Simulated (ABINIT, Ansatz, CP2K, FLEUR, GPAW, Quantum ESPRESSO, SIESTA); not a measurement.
One structure in several programs: Bi (R-3m, 2 atoms in the cell)

Self-consistent single point.

```xyz
2
Lattice="4.1658 -2.2750 0.0000 4.1658 2.2750 0.0000 2.9234 0.0000 3.7394" Properties=species:S:1:pos:R:3 pbc="T T T"
Bi     2.6337     0.0000     0.8750
Bi     8.6214     0.0000     2.8644
```

All programs got the same cell, k-point mesh and kind of occupations (in Ansatz's words: kpoints.mp_grid.grid = 6 6 6; scf.occupations.method = fermi_dirac; scf.occupations.width = 0.1 eV); potentials, basis and cutoffs are each program's usual ones.

```
code                                                                                                                                model  pressure (GPa)  largest force (eV/Å)  k-points           cutoff
----------------  -----------------------------------------------------------------------------------------------------------------------  --------------  --------------------  --------  ---------------
FLEUR                                                                        PBE, all-electron FLAPW (FLEUR), scalar-relativistic valence               –                 0.089        32  Kmax 3.8 1/bohr
ABINIT                                                           PBE, norm-conserving pseudopotentials (PseudoDojo nc-sr-05 PBE standard)            1.52                 0.080        32            66 Ry
GPAW                                                                                         PBE, GPAW PAW datasets PBE (gpaw-data 1.0.1)            1.52                 0.067        32           550 eV
SIESTA            GGA PBE, numerical atomic orbitals DZP, PseudoDojo PBE standard norm-conserving potentials (rewritten from UPF to PSML)            2.12                 0.255       132      grid 350 Ry
Quantum ESPRESSO                                                          PBE, PseudoDojo standard norm-conserving (PBE) pseudopotentials            1.55                 0.080        68            70 Ry
Ansatz                                                                                                             PBE, default PAW files            1.59                 0.074        32          default
CP2K                                                              PBE, GPW, DZVP-MOLOPT-SR-GTH basis, GTH-PBE potentials (GTH_POTENTIALS)            1.89                 0.034       112      grid 400 Ry
```

A dash marks a value that a program does not give, or that is left out as unsure.

The spread over the programs that give each value: pressure within 0.60 GPa; largest force within 0.221 eV/Å.

The starting cell has typed, rounded lattice constants, without a prior relaxation at this level. On Ansatz's run: Spin-orbit coupling is off.

Task: Why do the programs differ, and what cannot be compared?

Result: Differences of this kind can come from the potentials, where these differ, and from what each basis and cutoff leave unconverged. The valence holds different numbers of electrons (FLEUR 30, ABINIT 30, GPAW 30, SIESTA 30, Quantum ESPRESSO 30, Ansatz (a program for electronic structure) 30, CP2K 10). The zero of total energies and Fermi levels follows the potentials and each program's conventions, so they are not compared here. SIESTA and CP2K use small atom-centred bases, whose incompleteness enters pressures, forces and empty levels differently from a plane-wave cutoff. FLEUR treats all electrons, but the usual bases taken here (sphere radii, linearisation, local orbitals, empty states) were not tested for convergence, so the values are no reference for the others. Ansatz's pressure is given at a fixed set of plane waves, as the other plane-wave codes print theirs. The programs reduce the same mesh by symmetry to different extents, which changes the work and not the result. In the force vectors, SIESTA (by 0.178) lies more than 0.08 eV/Å from the median of the plane-wave programs.

Left out of this page: Elk (not drawn, or without a comparable value).

Keys are those of Ansatz 0.2.
